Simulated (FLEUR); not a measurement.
Worked example: self-consistent single point of GaSb (F-43m, 2 atoms in the cell) in FLEUR.

Computed with PBE, all-electron FLAPW (FLEUR), scalar-relativistic valence in FLEUR.

```
GaSb
1.0
    0.00000     3.05000     3.05000
    3.05000     0.00000     3.05000
    3.05000     3.05000     0.00000
Ga Sb
1 1
Direct
  0.00000   0.00000   0.00000
  0.25000   0.25000   0.25000
```

Reference input (self-consistent single point, DFT, PBE, all-electron FLAPW (FLEUR), scalar-relativistic valence): Kmax = 4.3 1/bohr; GmaxXC = 17.2 1/bohr; xcFunctional = pbe; jspins = 1; l_soc = F; mode = hist; fermiSmearingEnergy = 0.00036749 Htr; mesh (inpgen div1-3) = 8 8 8; inpgen gamma flag = true; Gmax = 17.2 1/bohr; numbands = 0; maxIterBroyd = 15. This run's input differs from it in these lines:

```diff
@@ -14,3 +14,3 @@
 &comp jspins=1 /
-&kpt div1=8 div2=8 div3=8 gamma=t /
+&kpt div1=4 div2=4 div3=4 gamma=t /
 &end /
```

Output (repeated stretches shortened):

```
 Iteration:     1   Distance:       5.27502502 me/bohr^3
 Iteration:     2   Distance:       4.92426684 me/bohr^3
 Iteration:     3   Distance:       2.59187384 me/bohr^3
 Iteration:     4   Distance:       0.53533691 me/bohr^3
 Iteration:     5   Distance:       0.44568384 me/bohr^3
   [... 8 lines left out ...]
 Iteration:    14   Distance:       0.00001769 me/bohr^3
 Iteration:    15   Distance:       0.00001776 me/bohr^3
 Iteration:    16   Distance:       0.00001644 me/bohr^3
 Iteration:    17   Distance:       0.00000857 me/bohr^3
 Run finished successfully
 Stop message:
   Structural relaxation: Done

[file out, last iteration]
             iter=     18
[...]
          total density-effective poten   -1.3867092637E+04
          total charge density-energy d   -2.4646764164E+02
 Updated energy parameters for spin:           1
[...]
 fermi energy and band-weighting factors:

[...]
FERMIE:
          first approx. to ef    (T=0)  :   0.215323 htr   (energy of the highest occ. eigenvalue)
          number of occ. states  (T=0)  :        112
          first approx. to seigv (T=0)  : -11.501689 htr
          sum of weights of occ. states :  14.000000
          sum of semicore charge        :   0.000000 e
FERHIS:  Fermi-Energy by histogram:
          bandgap                     :   0.003381 htr
   [... lines left out ...]
          charge neutrality (T=0)     :   0.000000    (zero if the highest occ. eigenvalue is "entirely" occupied)
     EF_NEWTON:  Adjust Fermi-Energy by Newton-Method.
 Direct bandgap for spin            1 :    3.3814339424564910E-003  Htr
 ---->    free energy=                     -8427.7706942536 htr
   [... lines left out ...]
      extrapolation for T->0
 ---->    total electron energy=           -8427.7706931463 htr
 ***** TOTAL FORCES ON ATOMS *****
 TOTAL FORCE FOR ATOM TYPE=  1  X=  0.000   Y=  0.000   Z=  0.000
                       FX_TOT= 0.000000 FY_TOT= 0.000000 FZ_TOT= 0.000000
 TOTAL FORCE FOR ATOM TYPE=  2  X=  2.882   Y=  2.882   Z=  2.882
                       FX_TOT= 0.000000 FY_TOT= 0.000000 FZ_TOT= 0.000000
 Structural relaxation: Done
```

The run converged in 17 iterations. FLEUR gives forces in its relaxation mode, with a further iteration, so its stop message speaks of a relaxation. Against the reference run the free energy goes up by 95.4 meV/atom and the gap on the mesh goes from 0.099 to 0.092 eV.

The starting cell has typed, rounded lattice constants, without a prior relaxation at this level. Spin-orbit coupling is off. Values depend on the basis (sphere radii, cutoffs, local orbitals), which need not be converged.

Cost on one core of a shared machine: roughly 30 s.
